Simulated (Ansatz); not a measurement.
Consider interstitial H in anatase TiO2, charge state +1. These are PBE, PAW (plane waves to 420 eV; Ansatz, a program for electronic structure) values and carry that method's errors.

108-site cell at the relaxed PBE lattice, the Γ point alone, smearing 0.01 eV, spin-restricted, no finite-size correction. Static, classical nuclei. The charge state is imposed; whether it is stable for some Fermi level was not computed. Sites that were not tried may lie lower.

Barriers: single points on a 2×2×2 k-point mesh shifted by half a step at the bands' geometries.

The step: H moves alone to another site. Atoms about the jump, Cartesian Å from the middle of the jump, before and after:

```tsv
atom	x0	y0	z0	x1	y1	z1
H1	-0.34	0.00	1.41	0.34	0.00	-1.41
O2	-0.95	0.00	-1.61	-0.63	0.00	-1.54
O3	0.63	0.00	1.54	0.95	0.00	1.61
O4	-0.96	-1.93	0.78	-0.95	-1.95	0.81
O5	-0.96	1.93	0.78	-0.95	1.95	0.81
O6	0.95	-1.95	-0.81	0.96	-1.93	-0.78
O7	0.95	1.95	-0.81	0.96	1.93	-0.78
Ti8	0.99	2.03	1.19	0.96	1.91	1.22
Ti9	0.99	-2.03	1.19	0.96	-1.91	1.22
Ti10	-0.96	1.91	-1.22	-0.99	2.03	-1.19
Ti11	-0.96	-1.91	-1.22	-0.99	-2.03	-1.19
```

Q: Where do these atoms stand at the saddle point, and how high is it?

A: 
| atom | x | y | z |
|---|---|---|---|
| H1 | 0.00 | 0.00 | 0.01 |
| O2 | -0.69 | 0.00 | -1.03 |
| O3 | 0.69 | 0.00 | 1.05 |
| O4 | -0.97 | -2.08 | 0.81 |
| O5 | -0.97 | 2.08 | 0.81 |
| O6 | 0.97 | -2.08 | -0.81 |
| O7 | 0.97 | 2.08 | -0.81 |
| Ti8 | 0.98 | 1.94 | 1.16 |
| Ti9 | 0.98 | -1.94 | 1.16 |
| Ti10 | -0.97 | 1.94 | -1.16 |
| Ti11 | -0.97 | -1.94 | -1.16 |
It lies 1.02 eV above the start and 1.02 eV above the end. The check of the saddle point's order was inconclusive, and it lies on a symmetry element of the cell, where a band can be held.
